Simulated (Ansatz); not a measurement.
Take PbO₂ in the rutile structure (space group P4_2/mnm, No. 136; a = 5.082 Å, c = 3.444 Å) as the base.

Levels (all Ansatz, a quantum-chemistry and plane-wave program, PAW, earlier PAW set): PBE (420 eV, no spin-orbit coupling); r2SCAN (500 eV, without spin-orbit coupling).

Levels that relaxed their own cell: PBE and r2SCAN.

```csv
level,lattice parameter a,lattice parameter c
PBE,5.082 Å,3.444 Å
r2SCAN,4.987 Å,3.404 Å
```

Measured: lattice parameter a 4.9578 Å (room temperature; as listed in Zenji Hiroi, Progress in Solid State Chemistry (2015)); lattice parameter c 3.3878 Å (room temperature; as listed in Zenji Hiroi, Progress in Solid State Chemistry (2015)).

Computed minus measured — lattice parameter a: PBE +2.5 %, r2SCAN +0.6 % (closest: r2SCAN); lattice parameter c: PBE +1.7 %, r2SCAN +0.5 % (closest: r2SCAN). Measured values not marked as corrected hold thermal and zero-point effects that the static-lattice runs lack.

Stability against distortions was not tested. The final runs are not spin-polarised. Gaps under 0.05 eV, about the width of the smearing, are given as zero.
